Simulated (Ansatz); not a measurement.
## By hand: energy of one form of ZrO2 over another

Consider the energy of one form of ZrO2 over another. The value is E(A) − E(B), in meV per atom.

A: ZrO2 (P4₂/nmc), 6 atoms in the cell.
```yaml
crystal:
  lattice:
    - [3.62082, 0.00000, 0.00000]
    - [0.00000, 3.62082, 0.00000]
    - [0.00000, 0.00000, 5.28416]
  atoms:
    - { symbol: Zr, position: [0.00000, 0.00000, 0.00000] }
    - { symbol: Zr, position: [0.50000, 0.50000, 0.50000] }
    - { symbol: O, position: [0.00000, 0.50000, 0.19251] }
    - { symbol: O, position: [0.00000, 0.50000, 0.69251] }
    - { symbol: O, position: [0.50000, 0.00000, 0.30749] }
    - { symbol: O, position: [0.50000, 0.00000, 0.80749] }
```

B: ZrO2 (P2₁/c), 12 atoms in the cell.
```
ZrO2
1.0
    5.18920     0.00000    -0.02221
    0.00000     5.24170     0.00000
   -0.88088     0.00000     5.30630
O Zr
8 4
Direct
  0.06487   0.32614   0.35021
  0.93513   0.82614   0.14979
  0.93513   0.67386   0.64979
  0.06487   0.17386   0.85021
  0.45108   0.75675   0.47531
  0.54892   0.25675   0.02469
  0.54892   0.24325   0.52469
  0.45108   0.74325   0.97531
  0.27572   0.04385   0.21016
  0.72428   0.54385   0.28984
  0.72428   0.95615   0.78984
  0.27572   0.45615   0.71016
```

Ansatz (a quantum-chemistry and plane-wave program) with PAW potentials; structures come from PBE relaxations, nuclei static, no net charge. Ansatz runs with its PAW set soft_1. A dispersion term (D3(BJ), or D4 for r2SCAN) was computed beside these levels and is taken off wherever the name lacks it.

Total energies of the cells in eV, at zero smearing width. They compare only within one column; the weights balance every element.

```json
[
 {"cell": "A: ZrO2 (P4₂/nmc)", "atoms": "6", "weight": "+2", "PBE": "-10647.91969"},
 {"cell": "B: ZrO2 (P2₁/c)", "atoms": "12", "weight": "−1", "PBE": "-21296.27721"}
]
```

PBE: 2 × (-10647.91969) − (-21296.27721) = 0.438 eV; dividing by 12 atoms gives 36 meV/atom.

What follows from the PBE value: Against the thermal energy at 300 K, k_BT = 25.9 meV, the difference of 36.5 meV per atom is 1.4 k_BT. To turn the order at 1000 K, where k_BT = 86.2 meV, the higher one would need 0.42 k_B per atom more entropy.
